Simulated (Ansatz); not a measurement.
ZnO under load (space group P6_3mc): band-edge transport data

Consider the following.

```
CELL_PARAMETERS angstrom
      3.19941     0.00000     0.00000
     -1.59971     2.77077     0.00000
      0.00000     0.00000     5.16519
ATOMIC_POSITIONS crystal
  Zn 0.33333 0.66667 0.99807
  Zn 0.66667 0.33333 0.49807
  O  0.33333 0.66667 0.37693
  O  0.66667 0.33333 0.87693
```

Calculation: PBE with spin-orbit coupling, rigid bands (plane waves, PAW; Ansatz, a quantum-chemistry and plane-wave program). Condition of this run: hydrostatic pressure of 4.4 GPa (compression positive) (the target of the relaxation). Cell: cell and atoms relaxed with PBEsol, then loaded as said.

```json
{
 "band_gap": "0.83 eV",
 "electron conductivity mass (300 K, dilute)": "0.174 mₑ",
 "hole conductivity mass (300 K, dilute)": "1.80 (x), 1.80 (y), 2.8 (z) mₑ",
 "effective density of states N_c (300 K)": "1.7e18 cm⁻³",
 "effective density of states N_v (300 K)": "7.4e19 cm⁻³",
 "density_of_states_mass_electrons": "0.166 mₑ",
 "density_of_states_mass_holes": "2.1 mₑ",
 "Seebeck coefficient, n-type 1e19 cm⁻³, 300 K": "-101 μV/K",
 "best n-type power factor at 300 K for τ = 10 fs (best axis; densities from 1e16 to 1e21 cm⁻³ tried, whether or not they can be reached)": "1.54 μW/(cm·K²) at 1e19 cm⁻³",
 "Seebeck coefficient, p-type 1e19 cm⁻³, 300 K": "431 μV/K"
}
```

Rigid bands; masses and Seebeck coefficients take one relaxation time τ for all states and one kind of carrier; polarons and phonon drag are left out. Geometry: cell and atoms relaxed with PBEsol.
